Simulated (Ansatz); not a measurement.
Take Ge in the diamond structure (space group Fd-3m, No. 227; a = 5.674 Å) as the base. Axes: x, y, z lie along the cube axes.

Method: DFT with r2SCAN, PAW potentials and a 500 eV plane-wave cutoff in Ansatz (a program for electronic structure), spin-orbit coupling left out.

Before the change:

Band gap: 0.36 eV
Valence-band top at Γ: 0.00, 0.00, 0.00 eV
Gap character: direct at Γ

Modification: biaxial strain −1.67 %, plane normal [111], relaxed out of plane (Cartesian); in-plane vectors clamped, the third vector and the atoms free.

Problem. What does the calculation give for the band gap after the change?

Solution. The band gap goes up by 0.01 eV (0.36 eV → 0.37 eV).

Problem. Estimate the effect on the valence-band top at Γ.

Solution. The valence-band top at Γ (three highest levels, from the VBM) becomes 0.00, 0.00, -0.21 eV (base: 0.00, 0.00, 0.00 eV).

Problem. Predict the new energy relative to the base.

Solution. The energy grows by 7.5 meV/atom.

Problem. Estimate the effect on the gap character.

Solution. The gap character becomes indirect, Γ → L (base: direct at Γ).

Whether these cells are dynamically stable was not tested. The real Ge has an indirect gap at ambient pressure; r2SCAN orders its close-lying valleys differently. Labels are those of the standard path for the cell's own space group.
